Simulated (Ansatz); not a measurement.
Results of r²SCAN-D4 in Ansatz (PAW) for 1T (CdI2-type) NiTe2 (model structure).

Rigid layers of the crystal as relaxed at this level are moved apart or together:

```csv
run,k mesh,layer repeat (Å),energy against free layers (meV/Å²),gap on the mesh (eV)
1,12×12×8,4.97,-30.08,0.000
2,12×12×8,5.12,-33.92,0.000
3,12×12×6,5.27,-35.44,0.000
4,12×12×6,5.47,-34.96,0.000
5,12×12×6,5.77,-31.61,0.000
6,12×12×6,6.27,-23.65,0.000
7,12×12×6,7.27,-10.39,0.000
8,12×12×4,9.27,-2.44,0.000
```

The lowest energy of these points lies at a layer repeat of 5.27 Å.

Spin–orbit coupling is not included.

A model structure was made by putting elements into a prototype or built by hand; it is no filed structure, need not be a known phase, and can be a saddle point held by its symmetry.

Ansatz is a quantum-chemistry and plane-wave program.
